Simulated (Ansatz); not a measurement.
Consider SnO2 in the rutile structure (space group P4_2/mnm, No. 136; a = 4.769 Å, c = 3.211 Å).

Method: Kohn–Sham DFT with the PBEsol functional, run in Ansatz (a quantum-chemistry and plane-wave program) with PAW and 420 eV plane waves, scalar-relativistic without spin-orbit coupling, earlier PAW set.

The change: full substitution Sn → Ir; the structure is relaxed again.

Measured lattice parameter a: SnO2 4.73735 Å (room temperature; as listed in Zenji Hiroi, Progress in Solid State Chemistry (2015)); IrO2 4.5051 Å (room temperature; as listed in Zenji Hiroi, Progress in Solid State Chemistry (2015)).

Q: How well does PBEsol reproduce the measured shift?

A: With PBEsol the lattice parameter a moves by -0.297 Å (4.769 → 4.472) against -0.232 Å measured.

Whether these cells are dynamically stable was not tested. No Hubbard U is applied, and correlation can decide whether such a compound is a metal. All final runs are without spin polarisation.
